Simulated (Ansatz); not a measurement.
The reference is KTaO₃ in the cubic perovskite structure (space group Pm-3m, No. 221).

```
CELL_PARAMETERS angstrom
      4.02436     0.00000     0.00000
      0.00000     4.02436     0.00000
      0.00000     0.00000     4.02436
ATOMIC_POSITIONS crystal
  K  0.00000 0.00000 0.00000
  Ta 0.50000 0.50000 0.50000
  O  0.50000 0.00000 0.50000
  O  0.00000 0.50000 0.50000
  O  0.50000 0.50000 0.00000
```

The values are results of PBE, PAW, 420 eV (Ansatz, an electronic-structure program; spin-orbit coupling left out), not measurements.

Strains are applied to the cell and any free atomic positions relax.

One change was made to it. Results:

```json
[
 {"quantity": "mean gap deformation potential ΔEg/Δln V", "base": "–", "after": "-2.2 eV"},
 {"quantity": "energy relative to the base (free energy F)", "base": "0 meV/atom", "after": "+2.6 meV/atom"},
 {"quantity": "pressure", "base": "0.01 GPa", "after": "3.55 GPa"}
]
```

Task: Which of these changes matches the shifts?
(A) isotropic strain −1.80 %
(B) isotropic strain −1.20 %
(C) isotropic strain −0.60 %

Result: C, isotropic strain −0.60 %. For comparison, the energy relative to the base in the other runs: isotropic strain −1.20 % gives +10 meV/atom; isotropic strain −1.80 % gives +24 meV/atom.

Spin-orbit coupling, missing from the scalar runs, can matter with Ta. Stability against distortions was not tested.
